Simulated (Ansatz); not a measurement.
Base system: an 8-atom supercell of C in the diamond structure (space group Fd-3m, No. 227) at its relaxed geometry.

```xyz
8
Lattice="-3.5603 0.0000 0.0000 0.0000 0.0000 3.5603 0.0000 3.5603 0.0000" Properties=species:S:1:pos:R:3 pbc="T T T"
C     -1.7801     1.7801     1.7801
C     -3.5603     0.0000     1.7801
C     -3.5603     1.7801     3.5603
C     -1.7801     0.0000     3.5603
C     -0.8901     2.6702     2.6702
C     -2.6702     0.8901     2.6702
C     -2.6702     2.6702     0.8901
C     -0.8901     0.8901     0.8901
```

All numbers come from r2SCAN in Ansatz (plane waves to 500 eV, PAW, scalar-relativistic without spin-orbit coupling), earlier PAW set.

One neutral defect a cell, atoms relaxed at fixed cell.

One change was made to it. Results:

```tsv
quantity	base	after
largest displacement of a host atom from its site in the perfect cell	–	0.10 Å
pressure	0.0 GPa	-0.6 GPa
```

Name the change that was made.
(A) C vacancy
(B) Li interstitial (started 1.45 Å from the nearest host atom)
(C) Pb on a C site

A, C vacancy. For comparison, the pressure in the other runs: Pb on a C site gives 234.6 GPa; Li interstitial (started 1.45 Å from the nearest host atom) gives 63.3 GPa.

Other magnetic orders, which the real material may have, were not ruled out. The cell is small, so the values are those of an ordered compound at a high defect concentration; dilute-limit values will differ. A case with no gap was solved on a k-mesh chosen for an insulator, which is coarse for it. Starting moments died away, wholly or in part, for C vacancy, Pb on a C site and Li interstitial (started 1.45 Å from the nearest host atom); another magnetic solution may exist.

Ansatz is a quantum-chemistry and plane-wave program.
